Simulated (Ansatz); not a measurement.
The reference is FeHO$_{2}$ (space group Pmn2_1, No. 31; a = 2.774 Å, b = 4.205 Å, c = 4.686 Å; ferromagnetic; a cell from a computed database, its experimental status unchecked).

Level of theory: plane-wave PAW DFT at the PBEsol level (Ansatz, a first-principles code, 420 eV), spin-orbit coupling left out.

One change was made to it. Results:

The magnetic state stays ferromagnetic; the density increases by 0.015 g/cm³ to 5.41 g/cm³; the largest site moment remains 0.83 μB; the band gap remains zero.

### Question
Name the change that was made.
A) pressure 5 GPa
B) pressure 3 GPa
C) pressure 7.5 GPa
D) pressure 0.7 GPa
E) pressure 10 GPa

### Answer
D, pressure 0.7 GPa. For comparison, the density in the other runs: pressure 7.5 GPa gives 5.57 g/cm³; pressure 10 GPa gives 5.63 g/cm³; pressure 3 GPa gives 5.47 g/cm³; pressure 5 GPa gives 5.52 g/cm³.

Load acts through the strain it causes; cell and atoms are relaxed under it. Stability against distortions was not tested. No other phases were tried under pressure. No Hubbard U is applied and the magnetic state is the run's own (FeHO2 ferromagnetic); small cells can't hold the antiferromagnetic order that many such compounds have, so gaps and moments can be off.
